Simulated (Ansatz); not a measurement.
**What isotropic strain −3.00 % does to Cu**

The parent structure is Cu in the fcc (Cu type) structure (space group Fm-3m, No. 225; a = 3.5184 Å; relaxed with 0.1 eV smearing).

Modification: an isotropic linear strain of −3.00 %, atoms relaxed at fixed cell.

Level of theory: Ansatz (a quantum-chemistry and plane-wave program) LDA, scalar-relativistic without spin-orbit coupling. Γ-centred 32×32×32 mesh, Fermi–Dirac width 0.1 eV.

The volume per atom shrinks by 0.95 Å³, from 10.89 Å³ to 9.94 Å³ and the space group remains Fm-3m (No. 225). The shortest interatomic distance decreases by 0.075 Å, from 2.488 Å to 2.413 Å and the energy rises by 59 meV/atom. The pressure goes from zero to 21.6 GPa and the band gap is still zero.

Stability against distortions was not tested. All final runs are without spin polarisation.
